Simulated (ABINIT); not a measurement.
Band structure of ScIn3 (Pm-3m, 4 atoms in the cell).

```yaml
crystal:
  lattice:
    - [4.49569, 0.00000, 0.00000]
    - [0.00000, 4.49569, 0.00000]
    - [0.00000, 0.00000, 4.49569]
  atoms:
    - { symbol: Sc, position: [0.00000, 0.00000, 0.00000] }
    - { symbol: In, position: [0.00000, 0.50000, 0.50000] }
    - { symbol: In, position: [0.50000, 0.00000, 0.50000] }
    - { symbol: In, position: [0.50000, 0.50000, 0.00000] }
```

Method of the run: PBEsol, norm-conserving pseudopotentials (PseudoDojo nc-sr-04 PBEsol standard) (plane waves; ABINIT).

Settings: pseudos = [Sc.upf, In.upf]; ecut = 1061 eV; occopt = 3; tsmear = 0.00367493 Ha; ngkpt = 6 6 6; nshiftk = 1; shiftk = 0 0 0; potentials = PseudoDojo nc-sr-04 PBEsol standard; kptopt = 1; nstep = 100; tolvrs1 = 1e-10; ndtset = 2; getden2 = 1.

The starting cell comes from a database of computed structures (which also holds hypothetical and non-ambient phases and stackings), without a prior relaxation at this level.

Levels in eV from the Fermi level, bands 22 to 29:
```tsv
point	22	23	24	25	26	27	28	29
Γ	-2.61	-1.93	-1.93	-1.93	1.31	1.31	1.31	2.37
X	-1.41	-1.41	-1.10	-0.91	1.19	1.20	1.20	1.33
M	-5.86	-4.02	-0.37	-0.37	1.09	1.50	1.57	2.01
R	-4.88	-4.08	-2.96	-2.96	-2.96	1.24	1.79	1.79
```

Bands cross the Fermi level along this path, so the cell is metallic at this level.
